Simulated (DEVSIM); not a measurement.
Structure: Au/Si3N4/n-Ge capacitor, at 250 K.

```tsv
layer (left to right)	material	thickness (nm)	Nd (cm⁻³)
1	Si3N4	4.50	-
2	Ge	1400	1.9e17
```

Metal gate on the left, work function 5.1 eV. Fixed charge at the semiconductor interface -2.8e10 cm⁻² (in units of +e); no interface traps.

Constants are typed, rounded textbook-type inputs, not results; the design itself was drawn at random and stands for no fabricated device. Values at 300 K; Nc and Nv go as T^1.5, mobilities as T to minus their exponent, the gap by Varshni's rule with the affinity fixed.

| parameter | Si3N4 | Ge |
|---|---|---|
| gap (eV) | 5.1 | 0.664 |
| affinity (eV) | 2.1 | 4 |
| permittivity | 7.5 | 16 |
| Nc (cm⁻³) | - | 1.04e19 |
| Nv (cm⁻³) | - | 6e18 |
| Varshni α (eV/K) | - | 0.000477 |
| Varshni β (K) | - | 235 |

DEVSIM, 1D Poisson equation in equilibrium, Boltzmann statistics, complete ionisation; no quantum confinement or tunnelling. Metal contacts follow the ideal Schottky-Mott rule: no Fermi-level pinning, no interface dipoles.

The Si3N4 thickness was swept, all else fixed.

```
Si3N4 thickness (μm)  threshold voltage (band bending 2φF) (V)  minimum of the low-frequency capacitance (μF/cm²)  capacitance of the dielectric stack (μF/cm²)
--------------------  ----------------------------------------  -------------------------------------------------  --------------------------------------------
0.0018                                                    0.43                                              0.216                                          3.69
0.0025                                                    0.41                                              0.211                                          2.66
0.0031                                                    0.39                                              0.209                                          2.14
0.0038                                                    0.37                                              0.202                                          1.75
0.0045                                                    0.34                                              0.199                                          1.48
0.0054                                                     ___                                                ___                                          1.23
```

### Question
Fill in the missing entries.

### Answer

- 0.0054, threshold voltage (band bending 2φF) (V): 0.31
- 0.0054, minimum of the low-frequency capacitance (μF/cm²): 0.193
